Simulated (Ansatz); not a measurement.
## MoGe2 (model structure, started from the AlB2 type, P6/mmm, No. 191, 3 atoms in the cell): properties by level of theory

| level (code) | lattice constant a (Å) | lattice parameter c (Å) | formation enthalpy (eV/atom) |
|---|---|---|---|
| PBE (Ansatz) | 4.636 | 2.648 | 0.398 |
| PBEsol (Ansatz) | 4.568 | 2.619 | 0.334 |
| PBE-D3(BJ) (Ansatz) | 4.568 | 2.624 | 0.330 |

Ansatz's density-functional and Hartree–Fock values are scalar-relativistic unless marked +SOC, with PAW data made under PBE.

The computed numbers hold no vibrational or temperature effects.

A model structure was made by putting elements into a prototype or built by hand; it is no filed structure, need not be a known phase, and can be a saddle point held by its symmetry.

Ansatz is a first-principles code.
